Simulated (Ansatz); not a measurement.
# Pressure series in Si

Base system: Si in the diamond structure (space group Fd-3m, No. 227; a = 5.444 Å).

Cell and atoms are relaxed at each pressure.

Method: Kohn–Sham DFT with the r2SCAN functional, run in Ansatz (a first-principles code) with PAW and 500 eV plane waves, spin-orbit coupling left out.

Notes on the quantities. hole mass: degenerate bands, along [100].

```
change                             hole mass  band gap  volume per atom
----------------  --------------------------  --------  ---------------
base              0.17, 0.25, 0.25 mₑ (at Γ)   0.78 eV         20.17 Å³
pressure −2 GPa   0.16, 0.26, 0.26 mₑ (at Γ)   0.81 eV         20.61 Å³
pressure −1 GPa   0.17, 0.25, 0.25 mₑ (at Γ)   0.79 eV         20.38 Å³
pressure 0.3 GPa  0.17, 0.25, 0.25 mₑ (at Γ)   0.77 eV         20.11 Å³
pressure 0.7 GPa  0.17, 0.25, 0.25 mₑ (at Γ)   0.76 eV         20.03 Å³
pressure 1.5 GPa  0.18, 0.25, 0.25 mₑ (at Γ)   0.75 eV         19.87 Å³
pressure 3 GPa    0.18, 0.25, 0.25 mₑ (at Γ)   0.72 eV         19.59 Å³
pressure 5 GPa    0.19, 0.24, 0.24 mₑ (at Γ)   0.69 eV         19.25 Å³
pressure 7.5 GPa  0.20, 0.24, 0.24 mₑ (at Γ)   0.65 eV         18.86 Å³
pressure 10 GPa   0.20, 0.24, 0.24 mₑ (at Γ)   0.61 eV         18.50 Å³
```

Load acts through the strain it causes; cell and atoms are relaxed under it. Masses are band curvatures over ±0.01 Å⁻¹ around the edge. Stability against distortions was not tested. Tetrahedral semiconductors of this kind turn to denser phases somewhere between about 1 and 50 GPa; those were not computed, so compressed cells here can lie past the real transition.
